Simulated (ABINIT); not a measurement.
A self-consistent single point of NaI (Fm-3m, 2 atoms in the cell) with ABINIT.

Computed with PBE, norm-conserving pseudopotentials (PseudoDojo nc-sr-05 PBE standard) (plane waves; ABINIT).

The change in words: lattice scaled by 0.98. Reference geometry:
```
NaI
1.0
    0.00000     3.23500     3.23500
    3.23500     0.00000     3.23500
    3.23500     3.23500     0.00000
Na I
1 1
Direct
  0.00000   0.00000   0.00000
  0.50000   0.50000   0.50000
```

Reference input (self-consistent single point, DFT, PBE, plane waves, norm-conserving pseudopotentials (PseudoDojo nc-sr-05 PBE standard)): pseudos = [Na.upf, I.upf]; ecut = 44 Ha; occopt = 3; tsmear = 0.00183747 Ha; ngkpt = 9 9 9; nshiftk = 1; shiftk = 0 0 0; potentials = PseudoDojo nc-sr-05 PBE standard; nband = 13; kptopt = 1; nstep = 50; tolvrs = 1e-12. This run's input differs from it in these lines:

```diff
@@ -5,5 +5,5 @@
 rprim
-         0.0000000000    6.1132640132    6.1132640132
-         6.1132640132   -0.0000000000    6.1132640132
-         6.1132640132    6.1132640132   -0.0000000000
+        -0.0000000000    5.9909987329    5.9909987329
+         5.9909987329   -0.0000000000    5.9909987329
+         5.9909987329    5.9909987329   -0.0000000000
 natom 2
@@ -14,3 +14,3 @@
          0.0000000000    0.0000000000    0.0000000000
-         3.2350000000    3.2350000000    3.2350000000
+         3.1703000000    3.1703000000    3.1703000000
       Angstrom
```

Log, with long lists cut:

```
--- !BeginCycle
solver: {iscf: 7, nstep: 50, nline: 4, wfoptalg: 0, }
tolerances: {tolvrs: 1.00E-12, }
...

     iter   Etot(hartree)      deltaE(h)  residm     vres2
 ETOT  1  -58.672236332864    -5.867E+01 4.616E-01 5.982E+01
 ETOT  2  -58.744943147214    -7.271E-02 4.108E-02 4.759E+00
 ETOT  3  -58.745250376163    -3.072E-04 1.111E-02 3.862E-01
 ETOT  4  -58.745281051552    -3.068E-05 9.010E-04 1.317E-01
 ETOT  5  -58.745287332748    -6.281E-06 1.819E-04 3.986E-03
   [... 2 lines left out ...]
 ETOT  8  -58.745287495770    -3.722E-11 2.987E-05 1.664E-08
 ETOT  9  -58.745287495767     2.721E-12 1.817E-05 2.071E-10
 ETOT 10  -58.745287495780    -1.343E-11 2.022E-05 1.462E-11
 ETOT 11  -58.745287495776     4.292E-12 1.530E-05 1.218E-13
 At SCF step   11       vres2   =  1.22E-13 < tolvrs=  1.00E-12 =>converged.

 Cartesian components of stress tensor (hartree/bohr^3)
  sigma(1 1)= -5.55947282E-05  sigma(3 2)=  0.00000000E+00
  sigma(2 2)= -5.55947282E-05  sigma(3 1)=  0.00000000E+00
  sigma(3 3)= -5.55947282E-05  sigma(2 1)=  0.00000000E+00

 ----iterations are completed or convergence reached----

 reduced coordinates (array xred) for    2 atoms
       0.000000000000      0.000000000000      0.000000000000
       0.500000000000      0.500000000000      0.500000000000
 cartesian forces (eV/Angstrom) at end:
    1     -0.00000000000000    -0.00000000000000    -0.00000000000000
    2     -0.00000000000000    -0.00000000000000    -0.00000000000000
 frms,max,avg= 0.0000000E+00 0.0000000E+00   0.000E+00  0.000E+00  0.000E+00 e/A
   [... lines left out ...]
 Fermi (or HOMO) energy (eV) =   2.64449   Average Vxc (eV)=  -7.96034
   [... lines left out ...]
total_energy        : -5.87452874957759E+01
total_energy_eV     : -1.59854056801362E+03
band_energy         : -9.36680314058144E+00
...

-Cartesian components of stress tensor (GPa)         [Pressure=  1.6357E+00 GPa]
- sigma(1 1)= -1.63565310E+00  sigma(3 2)=  0.00000000E+00
- sigma(2 2)= -1.63565310E+00  sigma(3 1)=  0.00000000E+00
- sigma(3 3)= -1.63565310E+00  sigma(2 1)=  0.00000000E+00

 Calculation completed.
```

The run converged in 11 iterations. Against the reference run the free energy goes up by 12.5 meV/atom, the pressure goes from 0.43 to 1.64 GPa and the gap on the mesh goes from 3.640 to 3.809 eV.

The starting cell has typed, rounded lattice constants, without a prior relaxation at this level. For this run, on top of that: lattice scaled by 0.98. Spin-orbit coupling is off.

Cost on one core of a shared machine: roughly 2 min.
